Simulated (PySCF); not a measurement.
PySCF 2.14.0, WB97X/def2-svpd, df: Hf(F)2(OH)2(NH3) ([NH3]->[Hf]([OH])([OH])([F])[F]), 11 atoms. The geometry is a generated start, not checked to be a minimum at this level.

```
Property                                            Result
-------------------------  -------------------------------
task                                                energy
method                                               wb97x
basis                                            def2-svpd
two-electron scheme                        density fitting
mol.max_memory                                     3000 MB
mf.max_cycle                                           100
mf.DIIS                                    CDIIS (default)
mf.conv_tol                                1e-09 (default)
mf.grids.level                                 3 (default)
effective core potentials  those of the basis set, past Kr
basis functions                                        187
grid points                                         143424
```

```xyz
11

Hf     0.2396     0.4791     0.4770
F      1.9579     0.7053    -0.2445
F      0.2759     1.7243     1.9006
O     -1.1484     1.3588    -0.4133
H     -1.2997     2.1643     0.0972
O     -0.1689    -0.9812     1.5716
H     -0.4014    -0.6279     2.4358
N      0.1395    -1.0462    -1.2590
H     -0.0211    -1.9927    -0.9216
H      1.0333    -1.0028    -1.7443
H     -0.6067    -0.7810    -1.8995
```

Charge 0 and multiplicity 1 are set for this test and not shown to be the ground state.

With the defaults (mf.diis = true, newton = off, mf.init_guess = minao, mf.diis_space = 8, mf.level_shift = 0, mf.damp = 0, mf.diis_start_cycle = 1) it converges in 13 Fock builds. One run each on 2 threads, 1 BLAS thread, with these changes:
- mf.level_shift = 1 Hartree
- mf.diis_space = 12
- mf.diis_space = 5
- mf.level_shift = 0.3 Hartree
- mf.diis = false, mf.damp = 0.7, mf.diis_start_cycle = 999
- mf.diis_space = 20
- newton = Hessian by the SCF's own integrals
- mf.init_guess = mod_huckel
- mf.diis = false

Problem. Which of these changes keep the SCF from converging, or lead it to another solution?

Solution. No convergence: mf.diis = false (the run ends without SCF convergence in 100 cycles). The rest reach the solution of the defaults.

```json
[
 {"setting": "the defaults", "Fock builds": "13", "end": "same solution"},
 {"setting": "mf.init_guess = mod_huckel", "Fock builds": "13", "end": "same solution"},
 {"setting": "mf.diis_space = 20", "Fock builds": "13", "end": "same solution"},
 {"setting": "mf.diis_space = 5", "Fock builds": "13", "end": "same solution"},
 {"setting": "mf.diis_space = 12", "Fock builds": "13", "end": "same solution"},
 {"setting": "mf.level_shift = 0.3 Hartree", "Fock builds": "16", "end": "same solution"},
 {"setting": "mf.level_shift = 1 Hartree", "Fock builds": "26", "end": "same solution"},
 {"setting": "newton = Hessian by the SCF's own integrals", "Fock builds": "34", "end": "same solution"},
 {"setting": "mf.diis = false, mf.damp = 0.7, mf.diis_start_cycle = 999", "Fock builds": "39", "end": "same solution"},
 {"setting": "mf.diis = false", "Fock builds": "101", "end": "no convergence"}
]
```

Under newton the count holds the products with the orbital Hessian.
